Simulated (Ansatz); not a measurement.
For L1₂ (Cu3Au-type) Pt₃Ti, PBE (plane waves, PAW; Ansatz, a program for electronic structure) gives:

- lattice constant a: 3.948 Å
- enthalpy of formation: -0.855 eV/atom

### Question
What does HSE06 in Ansatz (PAW) give for the same quantities?

### Answer

- lattice constant a: 3.909 Å (drops by 1.0 %)
- formation enthalpy: -1.012 eV/atom (moves by -0.157 eV/atom)

For comparison: lattice constant a 3.916 Å (measured, temperature not stated, no zero-point or thermal correction; as tabulated in Molecular Dynamics Simulations of PtTi High-Temperature Shape Memory Alloys …).

Changes are worked out from the printed values.

Unless a cell is named, each level is at its own relaxed cell (PBE 15.38, HSE06 14.93 Å³/atom).

Levels without +SOC leave out spin–orbit coupling, which shifts energies and cells of such heavy elements.

The crystal itself was run without spin with PBE, HSE06; a magnetic state was not tried in these runs.

Caveats: exact exchange on metals is sensitive to the k mesh and can open a false gap (HSE06); the run warned that the count of filled bands differs between k points (HSE06). Ansatz's density-functional and Hartree–Fock values are scalar-relativistic unless marked +SOC, with PAW data made under PBE.
